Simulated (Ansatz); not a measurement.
## Effective masses and thermopower of YN under load (space group Immm)

```yaml
crystal:
  lattice:
    - [0.00467, 2.45115, 2.44618]
    - [2.45115, 0.00467, 2.44618]
    - [2.45582, 2.45582, 0.00000]
  atoms:
    - { symbol: Y, position: [0.00000, 0.00000, 0.00000] }
    - { symbol: N, position: [0.50000, 0.50000, 0.50000] }
```

Method: r2SCAN with spin-orbit coupling, rigid bands (plane waves, PAW; Ansatz, a first-principles code). Condition of this run: uniaxial stress along [110] of -1 GPa (compression positive) (the target of the relaxation). Cell: cell and atoms relaxed with r2SCAN, then loaded as said.

```
Quantity                                                                                                                                                          Result
---------------------------------------------------------------------------------------------------------------------------------------  -------------------------------
band gap                                                                                                                                                         0.56 eV
electron conductivity mass (300 K, dilute)                                                                                               0.22 (x), 0.22 (y), 0.24 (z) mₑ
hole conductivity mass (300 K, dilute)                                                                                                   0.63 (x), 0.63 (y), 0.53 (z) mₑ
effective density of states N_c (300 K)                                                                                                                      1.2e19 cm⁻³
effective density of states N_v (300 K)                                                                                                                      2.1e19 cm⁻³
density-of-states mass, electrons                                                                                                                                0.61 mₑ
density-of-states mass, holes                                                                                                                                    0.88 mₑ
Seebeck coefficient, n-type 1e19 cm⁻³, 300 K                                                                                                                   -243 μV/K
best n-type power factor at 300 K for τ = 10 fs (best axis; densities from 1e16 to 1e21 cm⁻³ tried, whether or not they can be reached)      9.1 μW/(cm·K²) at 3e19 cm⁻³
Seebeck coefficient, p-type 1e19 cm⁻³, 300 K                                                                                                                    314 μV/K
best p-type power factor at 300 K for τ = 10 fs (best axis; densities from 1e16 to 1e21 cm⁻³ tried, whether or not they can be reached)     11.3 μW/(cm·K²) at 3e20 cm⁻³
```

Rigid bands; masses and Seebeck coefficients take one relaxation time τ for all states and one kind of carrier; polarons and phonon drag are left out.
